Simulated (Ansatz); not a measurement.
Input:

```
MgO
1.0
    0.00000     2.09999     2.12041
    2.09999     0.00000     2.12041
    2.09999     2.09999     0.00000
Mg O
1 1
Cartesian
  0.00000   0.00000   0.00000
  2.09999   2.09999   2.12041
```

These are r2SCAN, rigid bands (plane waves, PAW, scalar-relativistic; Ansatz, a quantum-chemistry and plane-wave program) values and carry that method's errors. Condition of this run: uniaxial stress zz = -2 GPa (compression positive) (the target of the relaxation). How the cell was made: cell and atoms relaxed with r2SCAN, then loaded as said.

Problem. Predict the electron conductivity mass (n e² τ/σ) at 300 K, by direction if it differs.

Solution. 0.38 (x), 0.38 (y), 0.37 (z) mₑ.

Problem. Predict the hole conductivity mass (n e² τ/σ) at 300 K, by direction if it differs.

Solution. 2.3 (x), 2.3 (y), 2.3 (z) mₑ.

Problem. And the band gap?

Solution. 5.62 eV at this level; semilocal functionals usually fall short of the measured gap.

Rigid bands, one relaxation time for all states, no polarons. Spin-orbit coupling is left out.
